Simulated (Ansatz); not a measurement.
Data:

```
CELL_PARAMETERS angstrom
      5.70811     0.00000     0.00000
     -2.85405     4.94337     0.00000
      0.00000     0.00000     4.61643
ATOMIC_POSITIONS crystal
  Ti 0.83025 0.66050 0.25000
  Ti 0.16975 0.83025 0.75000
  Ti 0.33950 0.16975 0.25000
  Ti 0.16975 0.33950 0.75000
  Ti 0.83025 0.16975 0.25000
  Ti 0.66050 0.83025 0.75000
  Al 0.33333 0.66667 0.25000
  Al 0.66667 0.33333 0.75000
```

No spin polarisation.

All numbers come from DFT with PBE, PAW potentials and a 420 eV plane-wave cutoff in Ansatz (a quantum-chemistry and plane-wave program), no spin-orbit coupling, earlier PAW set. Settings: 10×10×10 k-points, 0.05 eV Fermi–Dirac smearing.

### Question
Predict the band gap, pressure and space group.

### Answer
The band gap comes out as zero and the pressure (mean of the normal stresses, compression positive) is 3.0 GPa. The space group is P6_3/mmc (No. 194).

The cells carry an imposed strain or load. Stability against distortions was not tested. All final runs are without spin polarisation. The cell was made from Ti3Al (space group P6_3/mmc, No. 194) by this change: isotropic strain −0.82 %.
